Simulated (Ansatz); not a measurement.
Effect of uniaxial strain ε_zz = −1.80 % on CdS

Base system: CdS in the wurtzite structure (space group P6_3mc, No. 186; a = 4.124 Å, c = 6.708 Å). Axes: x lies along a and z along c of the hexagonal cell.

Now apply this change: uniaxial strain ε_zz = −1.80 %, all other strain components held at zero, atoms relaxed at fixed cell.

Level of theory: PBEsol (Ansatz, a program for electronic structure, PAW, scalar-relativistic without spin-orbit coupling). k-mesh 9×9×5 (Γ-centred); smearing 0.05 eV (Fermi–Dirac).

The space group is still P6_3mc (No. 186) and the shortest interatomic distance drops by 0.014 Å to 2.507 Å. The energy goes up by 2.4 meV/atom and the band gap grows by 0.07 eV to 1.16 eV. The gap character remains direct at Γ and the width of the top valence band rises by 0.05 eV, from 1.74 eV to 1.79 eV. The valence-band top at Γ (three highest levels, from the VBM) becomes 0.00, 0.00, 0.00 eV (base: 0.00, 0.00, -0.05 eV) and the stress (xx, yy, zz, yz, xz, xy; compression positive) is (0.86, 0.86, 1.75, 0.00, 0.00, 0.00) GPa.

Final structure:

```yaml
crystal:
  lattice:
    - [4.12436, 0.00000, 0.00000]
    - [-2.06218, 3.57180, 0.00000]
    - [0.00000, 0.00000, 6.58742]
  atoms:
    - { symbol: Cd, position: [0.33333, 0.66667, 0.99800] }
    - { symbol: Cd, position: [0.66667, 0.33333, 0.49800] }
    - { symbol: S, position: [0.33333, 0.66667, 0.37900] }
    - { symbol: S, position: [0.66667, 0.33333, 0.87900] }
```

Whether these cells are dynamically stable was not tested.
